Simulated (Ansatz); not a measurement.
# Gaps of 5 crystals under uniaxial stress along [111]

Cells relaxed with PBEsol to the stress (compression positive), bands by PBEsol with spin-orbit coupling, rigid bands (plane waves, PAW; Ansatz, a quantum-chemistry and plane-wave program). The strain is along the load.

| Crystal | gap unloaded (eV) | tension (GPa) | strain (%) | gap (eV) | compression (GPa) | strain (%) | gap (eV) |
|---|---|---|---|---|---|---|---|
| zincblende CdSe (F-43m) | 0.364 | -1.00 | 1.67 | 0.314 | 2.00 | -3.57 | 0.305 |
| zincblende CdTe (F-43m) | 0.378 | -1.00 | 1.93 | 0.306 | 2.00 | -4.07 | 0.323 |
| zincblende AlAs (F-43m) | 1.247 | -2.00 | 1.61 | 1.197 | 1.00 | -0.80 | 1.205 |
| rocksalt MgSe (Fm-3m) | 1.636 | -1.00 | 0.95 | 1.589 | 2.00 | -1.89 | 1.548 |
| rocksalt MgS (Fm-3m) | 2.697 | -1.00 | 0.76 | 2.656 | 2.00 | -1.52 | 2.614 |

Q: Work out the change of the gap per unit strain on each side. Which crystal answers most strongly to tension, and does the size follow the gap?

A: 
| Crystal | tension (eV) | compression (eV) |
|---|---|---|
| CdSe (F-43m) | -3.0 | 1.7 |
| CdTe (F-43m) | -3.7 | 1.4 |
| AlAs (F-43m) | -3.1 | 5.2 |
| MgSe (Fm-3m) | -4.9 | 4.7 |
| MgS (Fm-3m) | -5.4 | 5.5 |

Strongest under tension, with those that 0.01 eV in the gaps can't tell from it: CdTe (F-43m), MgSe (Fm-3m), MgS (Fm-3m). The rank correlation of the size under tension with the unloaded gap is 0.90. In 5 of 5 crystals the two values differ in sign, which marks a turning point of the gap near zero load.

Gaps are resolved to about 0.01 eV, and the values are means up to the load shown; the lowest valley can differ between crystals and loads. Every relaxation keeps its starting phase, so transitions and fracture can't show.
